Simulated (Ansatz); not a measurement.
## A series of runs on Al (Fm-3m, 1 atom in the cell)

```
Al
1.0
    0.00000     2.04976     2.04976
    2.04976     0.00000     2.04976
    2.04976     2.04976     0.00000
Al
1
Direct
  0.00000   0.00000   0.00000
```

Base run A: PBEsol, harder PAW files (source: ansatz) made with PBE (Ansatz, a first-principles code), self-consistent single point.

Its settings: basis.ecutwfc = 900 eV; kpoints.mp_grid.grid = 11 11 11; hamiltonian.xc = pbesol; hamiltonian.pseudopotentials = {kind: paw, source: ansatz}; scf.occupations.method = fermi_dirac; scf.occupations.width = 0.136 eV.

The starting cell comes from a database of computed structures (which also holds hypothetical and non-ambient phases and stackings), without a prior relaxation at this level. Its lattice was rescaled by a random factor within 2.5 % of one. In the base run, with a pressure of about -4 GPa the cell is away from its equilibrium volume at this level. Ansatz's pressure includes its estimate of the finite-basis (Pulay) stress.

ΔF is the free energy per atom less that of run A. 

The first pressure column holds Ansatz's estimate of the finite-basis (Pulay) stress, which hides part of the cutoff error; the other is without it.

In some runs the Pulay estimate is large (up to 18 GPa), a sign of a cutoff far from converged.

Run A gave: pressure (GPa) -4.37; pressure at a fixed set of plane waves (GPa) -4.38.

Runs:
- B: lattice scaled by 0.97
- C: lattice scaled by 0.97; basis.ecutwfc: 900 eV → 540 eV
- D: lattice scaled by 0.985
- E: lattice scaled by 0.985; basis.ecutwfc: 900 eV → 540 eV
- F: lattice scaled by 1.015
- G: lattice scaled by 1.015; basis.ecutwfc: 900 eV → 540 eV
- H: lattice scaled by 1.03
- I: lattice scaled by 1.03; basis.ecutwfc: 900 eV → 540 eV
- J: basis.ecutwfc: 900 eV → 540 eV

Question: What does run J change against A?

Answer: The free energy goes up by 220 meV/atom and the pressure goes from -4.37 to -4.47 GPa.

Question: What does run B change against A?

Answer: The free energy falls by 10.7 meV/atom and the pressure goes from -4.37 to 2.70 GPa.

```csv
run,ΔF (meV/atom),pressure (GPa),pressure at a fixed set of plane waves (GPa)
A,0.00,-4.37,-4.38
B,-10.7,2.70,2.69
C,208.3,2.59,-15.71
D,-13.7,-1.23,-1.25
E,205.0,-1.35,-18.79
F,27.8,-6.83,-6.84
G,250.0,-6.89,-23.07
H,67.3,-8.70,-8.71
I,288.6,-8.76,-24.18
J,220.3,-4.47,-21.24
```

Keys are those of Ansatz 0.2.
